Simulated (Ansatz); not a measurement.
Sn (model structure, started from the Si type, Ia-3, No. 206, 8 atoms in the cell), treated with LDA (Ansatz, an electronic-structure program, plane waves, PAW).

Run with plane-wave cutoff 520 eV, 10×10×10 k mesh, Fermi–Dirac smearing 0.05 eV, scalar-relativistic PAW data made under PBE.

Cell (relaxed at this level):

Sn has the cubic space group Ia-3 (No. 206), Pearson symbol cI16. Lattice parameters: a = b = c = 7.8726 Å, α = β = γ = 90.00°. Sn on 16c is surrounded by 4 Sn at 2.824 Å (tetrahedral). (Neighbours: up to the widest gap in distance over summed covalent radii, below 1.35, at either atom.)
(The calculation used a cell of 8 atoms; values per cell refer to that cell.)

Question: Estimate the bulk modulus B0 that the calculation returns.

Answer: 
* **bulk modulus B0**: 45.0 GPa

The run finds no gap.

Note: the bulk modulus is −V dP/dV from two relaxed cells at ±2 % in volume; the relaxation could raise the start's symmetry but not lower it, so the cell can be a saddle point.

Spin–orbit coupling is not included.

Static lattice: no zero-point or thermal effects.

Computing time: around 10 core-minutes (rough).

A model structure was made by putting elements into a prototype or built by hand; it is no filed structure, need not be a known phase, and can be a saddle point held by its symmetry.
